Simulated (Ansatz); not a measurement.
Functionals compared on a constructed model of the (100) surface of fcc Ir, a pseudomorphic layer of Ga in the host's stacking (bottom of the slab: a bare face, its two planes held), in Ansatz (plane waves, PAW). The structure was relaxed with PBE; the other rows are single points on it. Cutoff 420 eV (500 eV for r2SCAN).

Model: 7-atom slab, 11.6 Å thick at the start, 14x14x1 mesh, Fermi-Dirac 0.1 eV, dipole correction, 2 atoms held, the rest relaxed; held to the start's symmetry, so lower structures may exist; no spin, no spin-orbit, no U. It is one candidate, not shown to be the stable structure of the face. These notes are the PBE run's.

```csv
functional,work function of the top face (eV),rough cost of the single point
PBE,4.96,–
RPBE,4.84,roughly 16 core-seconds
r2SCAN,(withheld),very roughly 28 core-seconds
```

Problem. Some entries are withheld; supply them.

Solution. 
- r2SCAN, work function of the top face (eV): 5.14

Ansatz is a first-principles code.
